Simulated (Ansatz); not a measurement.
We consider CsCl-type FeAl, described by PBE in Ansatz (PAW).

Numerical settings: plane-wave cutoff 520 eV, 18×18×18 k mesh, Fermi–Dirac smearing 0.05 eV, no spin polarisation, scalar-relativistic PAW data made under PBE.

Pressure at four volumes; x = ln(V/11.811 Å³). One pressure is withheld.

| V (Å³/atom) | x | P (GPa) |
|---|---|---|
| 11.102 | -0.0619 | 12.68 |
| 11.811 | 0.0000 | 0.00 |
| 12.283 | 0.0392 | -6.49 |
| 12.519 | 0.0582 | ? |

Problem. Pass a parabola P(x) through the three rows shown, estimate the bulk modulus and its pressure derivative near zero pressure, and predict the withheld pressure.

Solution. Slopes between the rows: (0.00 − (12.68))/(0.0000 − (-0.0619)) = -204.85 and (-6.49 − (0.00))/(0.0392 − (0.0000)) = -165.56 GPa. Their difference over the span 0.1011 is c = 39.29/0.1011 = 388.6 GPa, so P(x) = 12.68 + (-204.85)(x − (-0.0619)) + 388.6 (x − (-0.0619))(x − (0.0000)). At the middle row B = −dP/dx = −[-204.85 + 388.6 × 0.0619] = 180.8 GPa, and B′ = dB/dP = 2c/B = 4.3. At x = 0.0582 the parabola gives -9.21 GPa; the run gives -9.27 GPa. The Birch–Murnaghan fit to the energies at all volumes has B0 = 180 GPa and B′ = 4.2.

Measured, for comparison: bulk modulus 152 GPa (room temperature, not corrected to a static lattice; as tabulated in Yamada et al. (2019), arXiv:1910.09660). Computed less measured: bulk modulus +18 %.

Ansatz is a first-principles code.
